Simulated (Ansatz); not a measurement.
Registries of ZrO2-1T on ZrO2-1T; energies are over the lowest registry tried, which need not be among these:

A. antiparallel, shifted by (1/3,2/3); facing atoms over hollows or bridges
B. antiparallel, no shift; facing O atop O
C. parallel, shifted by (2/3,1/3); facing O atop O

All values below come from PBE+D3(BJ) (plane waves to 420 eV, PAW; Ansatz, an electronic-structure program). Spin–orbit coupling is left out; PBE gaps are too small against experiment. A dipole correction is on.

Problem. Order them by energy over the lowest registry, lowest first.

Solution. A (6.7 meV/Å²), C (16.6 meV/Å²), B (17.1 meV/Å²)
